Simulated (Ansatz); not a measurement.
# Hypothetical anti-CdI2 type W2N: response to strain

Consider W2N in the anti-CdI2 type structure (space group P-3m1, No. 164; a hypothetical phase, not in the database extracts checked; relaxed with 0.1 eV smearing).

```yaml
crystal:
  lattice:
    - [2.80311, 0.00000, 0.00000]
    - [-1.40156, 2.42756, 0.00000]
    - [0.00000, 0.00000, 5.29891]
  atoms:
    - { symbol: N, position: [0.00000, 0.00000, 0.00000] }
    - { symbol: W, position: [0.33333, 0.66667, 0.26916] }
    - { symbol: W, position: [0.66667, 0.33333, 0.73084] }
```

Cartesian axes are those of the cell as printed.

Strains are applied to the cell and any free atomic positions relax; under biaxial strain the out-of-plane vector relaxes too; under stress the whole cell relaxes.

Method: PBEsol (Ansatz, a first-principles code; PAW; 420 eV plane waves; no SOC).

Notes on the quantities. energy relative to the base: free energy F.

| variant | energy relative to the base | shortest interatomic distance |
|---|---|---|
| base | 0 meV/atom | 2.157 Å |
| biaxial strain −0.68 %, plane normal [001], relaxed out of plane | – | 2.157 Å |
| uniaxial strain ε_zz = +1.59 % | +4.4 meV/atom | (withheld) |
| uniaxial stress, 1 GPa tension along z | +0.1 meV/atom | 2.159 Å |
| uniaxial stress, 5 GPa compression along z | +4.4 meV/atom | 2.148 Å |

Complete the table.


- uniaxial strain ε_zz = +1.59 %, shortest interatomic distance: 2.170 Å

Beyond what the load breaks, stability against distortions was not tested. The final runs are not spin-polarised. An odd electron count without spin: W2N.
